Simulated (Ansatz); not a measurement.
Ansatz (a quantum-chemistry and plane-wave program) run on ScCd (P4mm, 2 atoms in the cell): self-consistent single point.

Method: PBEsol, harder PAW files (source: ansatz) made with PBE (plane waves; Ansatz).

The change in words: lattice scaled by 0.98; basis.ecutwfc: 30.9 Ry → 89.7 Ry; hamiltonian.pseudopotentials: {kind: paw} (the program's default PAW files) → {kind: paw, source: ansatz}. Reference geometry:
```
ScCd
1.0
    3.54389     0.00000     0.00000
    0.00000     3.54389     0.00000
    0.00000     0.00000     3.54389
Sc Cd
1 1
Direct
  0.50000   0.50000   0.51411
  0.00000   0.00000   0.00000
```

Reference input (self-consistent single point, DFT, PBEsol, plane waves, default PAW files made with PBE): basis.ecutwfc = 30.9 Ry; kpoints.mp_grid.grid = 9 9 9; hamiltonian.xc = pbesol; hamiltonian.pseudopotentials = {kind: paw} (the program's default PAW files); scf.occupations.method = gaussian; scf.occupations.width = 0.0073 Ry. This run's input differs from it in these lines:

Ansatz 0.2 input:
```diff
@@ -3,5 +3,5 @@
   lattice:
-    - [3.543891, 0.000000, 0.000000]
-    - [0.000000, 3.543891, 0.000000]
-    - [0.000000, 0.000000, 3.543891]
+    - [3.473013, 0.000000, 0.000000]
+    - [0.000000, 3.473013, 0.000000]
+    - [0.000000, 0.000000, 3.473013]
   atoms:
@@ -10,3 +10,3 @@
 basis:
-  ecutwfc: 30.9 Ry
+  ecutwfc: 89.7 Ry
 kpoints:
@@ -15,3 +15,3 @@
   xc: pbesol
-  pseudopotentials: { kind: paw }
+  pseudopotentials: { kind: paw, source: ansatz }
 scf:
```

The program printed (abridged):

```
SCF iter   1: F=—  HF=-10298.296881 eV  |F-HF|=—  |Δ(HF+E_count)|=         —  Δρ=7.41e-2  dr2=2.94e0  ethr=3.10e-3  ⟨swp⟩=3.8  Hψ=5383  notcnv=0
all-band conjugate gradients solve this SCF's bands
preconditioner: auto → Kerker (q_TF=auto, 2.595 Å⁻¹)
SCF iter   2: F=—  HF=-10297.611410 eV  |F-HF|=—  |Δ(HF+E_count)|=   6.85e-1  Δρ=2.28e-2  dr2=3.14e-1  ethr=3.10e-3  ⟨swp⟩=2.0  Hψ=3000  notcnv=0
   [... lines left out ...]
SCF iter   5: F=—  HF=-10297.496762 eV  |F-HF|=—  |Δ(HF+E_count)|=   2.10e-4  Δρ=7.32e-4  dr2=1.44e-4  ethr=6.33e-6  ⟨swp⟩=2.0  Hψ=2896  notcnv=0
SCF iter   6: F=—  HF=-10297.496750 eV  |F-HF|=—  |Δ(HF+E_count)|=   1.20e-5  Δρ=1.71e-4  dr2=1.12e-5  ethr=4.64e-7  ⟨swp⟩=3.0  Hψ=2897  notcnv=0
SCF iter   7: F=—  HF=-10297.496753 eV  |F-HF|=—  |Δ(HF+E_count)|=   2.59e-6  Δρ=3.50e-5  dr2=5.95e-7  ethr=3.63e-8  ⟨swp⟩=2.0  Hψ=2001  notcnv=0
SCF iter   8: F=-10297.496753 eV  HF=-10297.496753 eV  |F-HF|=1.40e-9  |Δ(HF+E_count)|=   4.66e-8  Δρ=7.55e-6  dr2=1.82e-8  ethr=3.23e-10  ⟨swp⟩=6.1  Hψ=6718  notcnv=0
SCF 1 converged in 8 iterations: F = -10297.496753 eV  dr2 = 1.82e-8
Free energy (F): -10297.496753 eV
Internal energy: -10297.487371 eV  (E = F + TS)
E sigma→0 (E₀):  -10297.492062 eV
Entropy (-TS):   -0.009382 eV (-4.691 meV/atom)
Fermi energy:    13.000583 eV
--- Forces (eV/Å), atoms counted from 1 ---
  atom   1  Sc    -0.00000000     0.00000000    -0.18776104
  atom   2  Cd     0.00000000     0.00000000     0.18776149
--- Stress (GPa, compression-positive) ---
        0.911262       0.000000      -0.000000
        0.000000       0.911262       0.000000
       -0.000000       0.000000       0.862424
  P = ⅓ Tr σ = 0.8950 GPa (8.950 kbar)
  The stress holds the Pulay correction. Without it, at fixed plane waves, as pw.x and ABINIT print it: P = 0.8924 GPa
```

The run converged in 8 iterations. Against the reference run the pressure goes from -3.33 to 0.89 GPa and the largest force goes from 0.152 to 0.188 eV/Å.

The starting cell comes from a database of computed structures (which also holds hypothetical and non-ambient phases and stackings), without a prior relaxation at this level. Its lattice was rescaled by up to half a per cent. One atom was moved a little off its site on purpose. For this run, on top of that: lattice scaled by 0.98. Ansatz's pressure includes its estimate of the finite-basis (Pulay) stress.

Cost on one core of a shared machine: roughly 30 s.
